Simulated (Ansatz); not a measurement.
## SrZrO3 (I4/mcm, No. 140, 10 atoms in the cell; start mp-5076; a measured phase of this formula has another space group)

Level of theory: PBE0 (PAW; Ansatz, a quantum-chemistry and plane-wave program).

Run with plane-wave cutoff 460 eV, 6×6×6 k mesh, Fermi–Dirac smearing 0.01 eV, scalar-relativistic PAW data made under PBE.

Cell (relaxed with PBEsol):

Space group I4/mcm (No. 140); a = 5.7362 Å, b = 5.7362 Å, c = 8.3235 Å, α = 90.00°, β = 90.00°, γ = 90.00°

```
atom  site  symmetry       x       y       z
----  ----  --------  ------  ------  ------
Sr      4b      -42m  0.0000  0.5000  0.2500
Zr      4c     4/m..  0.0000  0.0000  0.0000
O       8h      m.2m  0.1893  0.3107  0.0000
O       4a       422  0.0000  0.0000  0.2500
```
(The calculation used a cell of 10 atoms; values per cell refer to that cell.)

| Property | Value |
|---|---|
| band gap | 6.06 eV (on the SCF k mesh) |
| smallest direct gap on the k points sampled | 6.14 eV |

Note: cell and atoms aren't relaxed at this level (pressure 1.1 GPa).

Spin–orbit coupling is not included.

Computed values are for the static lattice.

A start named mp-… is a Materials Project structure, which need not be a measured phase.
